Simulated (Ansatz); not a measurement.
Start from MgTe in the wurtzite structure (space group P6_3mc, No. 186; a = 4.561 Å, c = 7.413 Å). Axes: x lies along a and z along c of the hexagonal cell.

Level of theory: PBEsol (Ansatz, a quantum-chemistry and plane-wave program, PAW, scalar-relativistic without spin-orbit coupling).

For the base:

| Item | Value |
|---|---|
| Shortest interatomic distance | 2.787 Å |
| Valence-band top at Γ | 0.00, -0.02, -0.02 eV |

The change: a pure shear with ε_xz = ε_zx = -0.0326; the atoms relax in the strained cell.

Question: Predict the new largest internal atomic displacement.

Answer: The largest internal atomic displacement amounts to 0.026 Å.

Question: Estimate the effect on the shortest interatomic distance.

Answer: The shortest interatomic distance falls by 0.006 Å to 2.781 Å.

Question: How does this affect the valence-band top at Γ?

Answer: The valence-band top at Γ (three highest levels, from the VBM) changes from 0.00, -0.02, -0.02 eV to 0.00, -0.14, -0.26 eV.

Spin-orbit coupling, missing from the scalar runs, can matter with Te. The levels and masses belong to the bands next to the band gap. Whether these cells are dynamically stable was not tested.
